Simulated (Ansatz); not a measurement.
Terminations of the (0001) surface of hcp Ru, measured from the surface 'clean 1x1'. Atoms come from or go to: Ag: fcc Ag, Nb: bcc Nb, Pd: fcc Pd, Ru: hcp Ru, Sb: rhombohedral Sb, Sc: hcp Sc, Sn: beta tin, V: bcc V. ΔE is the energy of forming the row's surface from that one (negative: more stable at these reservoirs); the vacuum level's shift is aligned on the shared bottom. No zero-point or thermal terms. These are constructed structures in small cells; real faces may alloy, dewet or reconstruct in larger ones, and not all known structures of the face are among them. Slabs of about 11 Å, Fermi-Dirac smearing of 0.1 eV. Bottom of the slabs: a bare face, its two planes held. Relaxed from the named starts with such symmetry as they have, on meshes of like density; energies extrapolated to zero smearing; spin only where a row says so; no spin-orbit coupling, no U. Brackets mark spin-polarised runs, whose order is one that fits the cell. A dash marks a value that is undefined for that row (no clear gap, or no work function of a gapped slab) or was not read reliably on its mesh.

Computed with PBE (plane waves to 420 eV, PAW; Ansatz, an electronic-structure program).

```
surface                                                                               atoms added per 1x1  ΔE per 1x1 (eV)  shift of the vacuum level (eV)  work function (eV)
-----------------------------------------------------------------------------------  --------------------  ---------------  ------------------------------  ------------------
p(2x2), one Ru site of the top plane empty                                                       -0.25 Ru       (withheld)                           -0.48                4.49
(√3x√3)R30° surface alloy, Ag on one Ru site of the top plane                        +0.333 Ag, -0.333 Ru             0.05                           -0.02                4.94
a pseudomorphic layer of Pd in the other hollow                                                     +1 Pd            -0.49                           -0.14                4.86
(√3x√3)R30°, one Ru adatom (3 Ru–Ru bonds formed)                                               +0.333 Ru             0.55                           -1.35                3.62
p(2x2), one Ru adatom                                                                            +0.25 Ru             0.34                           -1.24                3.73
(√3x√3)R30° surface alloy, Sb on one Ru site of the top plane                        -0.333 Ru, +0.333 Sb       (withheld)                           -0.74                4.24
a layer of Ag in place of the second plane                                                   +1 Ag, -1 Ru       (withheld)                            0.50                5.48
a pseudomorphic layer of V in the other hollow [spin, 0.9 μB a cell]                                 +1 V             0.21                           -0.44                4.53
a layer of Nb in place of the third plane                                                    +1 Nb, -1 Ru             0.23                           -0.25                4.80
a layer of Sc in place of the second plane                                                   -1 Ru, +1 Sc       (withheld)                           -0.01                4.97
(√3x√3)R30° layer of Sn, one a cell, on the site that continues the host's stacking             +0.333 Sn            -0.37                           -0.54                4.44
a pseudomorphic layer of Sc in the other hollow                                                     +1 Sc             0.22                           -0.89                4.09
```

Q: Fill in the missing entries.

A: 
- p(2x2), one Ru site of the top plane empty, ΔE per 1x1 (eV): 0.43
- (√3x√3)R30° surface alloy, Sb on one Ru site of the top plane, ΔE per 1x1 (eV): -0.44
- a layer of Ag in place of the second plane, ΔE per 1x1 (eV): 1.21
- a layer of Sc in place of the second plane, ΔE per 1x1 (eV): 0.32
